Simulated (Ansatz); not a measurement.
The starting structures come from a database of crystals and need not be the phases stable at ambient conditions.

 Where the default PAW files enter, the runs use the earlier of Ansatz's two default sets.

# Evanescent states of PbBrF (P4/nmm, not sure to be the ambient phase, 6 atoms a cell, 22.3 Å³ an atom) along the normal of (100)

The numbers are results of r2SCAN (plane waves, PAW; Ansatz, a first-principles code), not measurements.

The gap is the functional's own. No spin-orbit coupling. Mid-gap values are interpolated on the energy grid.

Energies count from the valence-band top; κ is the least over a 8×4 mesh across the current.

| E (eV) | κ (1/Å) | where |
|---|---|---|
| 0.07 | 0.141 | off Γ |
| 0.23 | 0.204 | off Γ |
| 0.38 | 0.243 | off Γ |
| 0.53 | 0.283 | off Γ |
| 0.68 | 0.299 | off Γ |
| 0.82 | … | off Γ |
| 0.97 | … | off Γ |
| 1.12 | … | off Γ |
| 1.27 | … | off Γ |
| 1.43 | … | off Γ |
| 1.57 | … | off Γ |
| 1.73 | … | off Γ |
| 1.88 | … | off Γ |
| 2.02 | … | off Γ |
| 2.17 | … | off Γ |
| 2.33 | 0.279 | off Γ |
| 2.48 | 0.252 | off Γ |
| 2.62 | 0.220 | off Γ |
| 2.77 | 0.180 | off Γ |
| 2.92 | 0.123 | off Γ |

Task: What belongs in the gaps?

Result: 
- 0.82, κ (1/Å): 0.309
- 0.97, κ (1/Å): 0.317
- 1.12, κ (1/Å): 0.322
- 1.27, κ (1/Å): 0.326
- 1.43, κ (1/Å): 0.327
- 1.57, κ (1/Å): 0.327
- 1.73, κ (1/Å): 0.325
- 1.88, κ (1/Å): 0.322
- 2.02, κ (1/Å): 0.317
- 2.17, κ (1/Å): 0.301
